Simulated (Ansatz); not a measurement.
**Effect of uniaxial strain ε_xx = +0.50 % on ZrB2**

The reference is ZrB2 (space group P6/mmm, No. 191; a = 3.155 Å, c = 3.506 Å; relaxed with 0.1 eV smearing). Axes: x lies along a and z along c of the hexagonal cell.

Modification: uniaxial strain ε_xx = +0.50 %, all other strain components held at zero, atoms relaxed at fixed cell.

Level of theory: DFT with PBEsol, PAW potentials and a 420 eV plane-wave cutoff in Ansatz (a first-principles code), without spin-orbit coupling. Γ-centred 21×21×17 mesh, Fermi–Dirac width 0.1 eV.

| quantity | base | changed | shift |
|---|---|---|---|
| volume per atom | 10.08 Å³ | 10.13 Å³ | +0.05 Å³ |
| space group | P6/mmm (No. 191) | Cmmm (No. 65) | – |
| shortest interatomic distance | 3.442 bohr | 3.442 bohr | -0.0006 bohr |
| energy relative to the base (free energy F) | 0 meV/atom | +0.5 meV/atom | +0.5 meV/atom |
| pressure (mean of the normal stresses, compression positive) | 0.0 GPa | -1.3 GPa | -1.3 GPa |
| band gap | zero | zero | – |
| stress (xx, yy, zz, yz, xz, xy; compression positive) | – | (-2.9, -0.3, -0.6, 0.0, 0.0, 0.0) GPa | – |

Stability against distortions was not tested. The final runs are not spin-polarised.
